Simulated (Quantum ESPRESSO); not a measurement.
Quantum ESPRESSO run on TiFeH2 (Pmc2_1, 8 atoms in the cell): self-consistent single point.

Computed with PBEsol, PseudoDojo standard norm-conserving (PBESOL) pseudopotentials (plane waves; Quantum ESPRESSO).

The change in words: lattice scaled by 0.98. Reference geometry:
```xyz
8
Lattice="2.8143 0.0000 0.0000 0.0000 4.7484 0.0000 0.0000 0.0000 4.5646" Properties=species:S:1:pos:R:3 pbc="T T T"
Ti     1.4072     1.4237     1.3235
Ti     1.4072     3.3247     3.6057
Fe     0.0000     0.8881     3.6046
Fe     0.0000     3.8603     1.3223
H      1.4072     4.4277     2.0519
H      1.4072     0.3207     4.3342
H      0.0000     2.2724     2.5235
H      0.0000     2.4760     0.2412
```

Reference input (self-consistent single point, DFT, PBEsol, plane waves, PseudoDojo standard norm-conserving (PBESOL) pseudopotentials): ecutwfc = 90 Ry; occupations = smearing; smearing = fermi-dirac; degauss = 0.0099958 Ry; potentials = {Ti: Ti.upf, Fe: Fe.upf, H: H.upf}; K_POINTS = automatic 8 5 5 0 0 0; conv_thr = 1e-10 Ry. This run's input differs from it in these lines:

```diff
@@ -25,5 +25,5 @@
 CELL_PARAMETERS {angstrom}
-   2.814315000     0.000000000     0.000000000
-   0.000000000     4.748400000     0.000000000
-   0.000000000     0.000000000     4.564576000
+   2.758029000     0.000000000     0.000000000
+   0.000000000     4.653432000     0.000000000
+   0.000000000     0.000000000     4.473284000
 ATOMIC_POSITIONS {crystal}
```

The program printed (abridged):

```
     Self-consistent Calculation

     iteration #  1     ecut=    90.00 Ry     beta= 0.70

     total energy              =    -742.01306993 Ry
     estimated scf accuracy    <       1.21557110 Ry

     iteration #  2     ecut=    90.00 Ry     beta= 0.70

     total energy              =    -738.73517967 Ry
     estimated scf accuracy    <      76.49083602 Ry

     iteration #  3     ecut=    90.00 Ry     beta= 0.70

     total energy              =    -742.82147267 Ry
     estimated scf accuracy    <       0.06037935 Ry

   [... 10 blocks of this kind left out ...]

     iteration # 14     ecut=    90.00 Ry     beta= 0.70

     total energy              =    -742.86688637 Ry
     estimated scf accuracy    <          2.7E-10 Ry

     iteration # 15     ecut=    90.00 Ry     beta= 0.70
     End of self-consistent calculation

     the Fermi energy is    16.6137 ev

!    total energy              =    -742.86688637 Ry
     estimated scf accuracy    <          7.9E-12 Ry
     smearing contrib. (-TS)   =      -0.02109186 Ry
     internal energy E=F+TS    =    -742.84579451 Ry

     convergence has been achieved in  15 iterations

     Forces acting on atoms (cartesian axes, Ry/au):

     atom    1 type  1   force =     0.00000000    0.00214222    0.00235350
     atom    2 type  1   force =     0.00000000   -0.00214222    0.00235350
     atom    3 type  2   force =     0.00000000   -0.00189977   -0.00275282
     atom    4 type  2   force =     0.00000000    0.00189977   -0.00275282
     atom    5 type  3   force =     0.00000000   -0.00170683    0.00171126
   [... lines left out ...]

     Total force =     0.010383     Total SCF correction =     0.000006

          total   stress  (Ry/bohr**3)                   (kbar)     P=       41.61
   0.00028999   0.00000000   0.00000000           42.66        0.00        0.00
   0.00000000   0.00027541   0.00000000            0.00       40.51        0.00
   0.00000000   0.00000000   0.00028307            0.00        0.00       41.64

   JOB DONE.
```

The run converged in 15 iterations. Against the reference run the free energy falls by 5.5 meV/atom, the pressure goes from -7.61 to 4.16 GPa and the largest force goes from 0.113 to 0.133 eV/Å.

The starting cell comes from a database of computed structures (which also holds hypothetical and non-ambient phases and stackings), without a prior relaxation at this level. Its lattice was rescaled by a random factor within 2.5 % of one. For this run, on top of that: lattice scaled by 0.98. Spin polarisation is off. With a pressure of about 4 GPa the cell is away from its equilibrium volume at this level.

Cost on one core of a shared machine: roughly 5 min.
